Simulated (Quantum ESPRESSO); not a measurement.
**Variants of one calculation on TiOF (Pmmn, 6 atoms in the cell)**

```
CELL_PARAMETERS angstrom
      3.05483     0.00000     0.00000
      0.00000     4.03532     0.00000
      0.00000     0.00000     6.50602
ATOMIC_POSITIONS crystal
  Ti 0.50000 0.00000 0.61202
  Ti 0.00000 0.50000 0.38798
  O  0.00000 0.00000 0.39811
  O  0.50000 0.50000 0.60189
  F  0.00000 0.00000 0.81331
  F  0.50000 0.50000 0.18669
```

Base run A: LDA (PZ), GBRV 1.5 ultrasoft (LDA) pseudopotentials run with Quantum ESPRESSO, self-consistent single point.

Its settings: ecutwfc = 50 Ry; ecutrho = 400 Ry; occupations = smearing; smearing = marzari-vanderbilt; degauss = 0.0036749 Ry; potentials = {Ti: ti_lda_v1.4.uspp.F.UPF, O: o_lda_v1.2.uspp.F.UPF, F: f_lda_v1.4.uspp.F.UPF}; K_POINTS = automatic 7 6 3 0 0 0; conv_thr = 1e-10 Ry; mixing_beta = 0.5.

The starting cell comes from a database of computed structures (which also holds hypothetical and non-ambient phases and stackings), without a prior relaxation at this level. Spin polarisation is off, so a magnetic state, if there is one, cannot be reached. In the base run, with a pressure of about -10 GPa the cell is away from its equilibrium volume at this level.

ΔF is the free energy per atom less that of run A. A dash stands where there is no value to compare (another energy zero or no entropy term, no result, no spin, no clean gap, or a mesh too coarse for one). Absolute energies have different zeros for different potentials, functionals, Hubbard and dispersion terms and are not compared across them.

Run A gave: pressure (GPa) -10.33; largest force (eV/Å) 0.731; k-points 32.

Runs:
- B: conv_thr: 1e-10 Ry → 7.3e-08 Ry
- C: lattice scaled by 0.97
- D: K_POINTS: automatic 7 6 3 0 0 0 → automatic 9 7 4 0 0 0
- E: parallel starting moments (1.5 1.5 0 0 0 0 μB); nspin: default → 2
- F: nbnd: default → 29
- G: ecutwfc: 50 Ry → 35 Ry; ecutrho: 400 Ry → 280 Ry
- H: mixing_beta: 0.5 → 0.2
- I: ecutwfc: 50 Ry → 55 Ry; ecutrho: 400 Ry → 440 Ry; pseudopotentials: {Ti: ti_lda_v1.4.uspp.F.UPF, O: o_lda_v1.2.uspp.F.UPF, F: f_lda_v1.4.uspp.F.UPF} → {Ti: ti_pbe_v1.4.uspp.F.UPF, O: O.pbe-n-kjpaw_psl.0.1.UPF, F: f_pbe_v1.4.uspp.F.UPF}; input_dft: default → vdw-df [vdW-DF]

Q: What does run C change against A?

A: The free energy falls by 25.9 meV/atom, the pressure goes from -10.33 to 4.10 GPa and the largest force goes from 0.731 to 0.473 eV/Å.

Q: What does run I change against A?

A: The pressure goes from -10.33 to 2.69 GPa and the largest force goes from 0.731 to 0.288 eV/Å.

```csv
run,ΔF (meV/atom),pressure (GPa),largest force (eV/Å),k-points
A,0.00,-10.33,0.731,32
B,0.00,-10.34,0.732,32
C,-25.9,4.10,0.473,32
D,3.4,-10.25,0.725,60
E,0.00,-10.33,0.731,32
F,0.00,-10.33,0.731,32
G,18.5,-12.28,0.733,32
H,0.00,-10.33,0.731,32
I,–,2.69,0.288,32
```
